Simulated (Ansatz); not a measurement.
We consider double-hcp La, described by RPBE (Ansatz, an electronic-structure program, plane waves, PAW).

Settings: plane-wave cutoff 520 eV, 18×18×6 k mesh (along the axes of the cell as run), Fermi–Dirac smearing 0.05 eV, scalar-relativistic PAW data made under PBE.

Cell (relaxed at this level):

```yaml
crystal:
  lattice:
    - [1.91612, -3.31881, 0.00000]
    - [1.91612, 3.31881, 0.00000]
    - [0.00000, 0.00000, 12.30411]
  atoms:
    - { symbol: La, position: [0.00000, 0.00000, 0.50000] }
    - { symbol: La, position: [0.00000, 0.00000, 0.00000] }
    - { symbol: La, position: [0.33333, 0.66667, 0.25000] }
    - { symbol: La, position: [0.66667, 0.33333, 0.75000] }
```

Task: Estimate the bulk modulus B0 and pressure derivative B′ of the bulk modulus that the calculation returns.

Result: 
* **bulk modulus B0**: 23.3 GPa
* **pressure derivative B′ of the bulk modulus**: 2.3

The run finds no gap.

Measured, for comparison: bulk modulus 27.9 GPa (room temperature, no zero-point or thermal correction; as tabulated in Wikipedia's data pages). Computed (rounded) less measured: bulk modulus -16 %.

Note: the bulk modulus comes from volumes at which shape and atoms were relaxed.

Spin–orbit coupling is not included.

Static lattice: no zero-point or thermal effects.
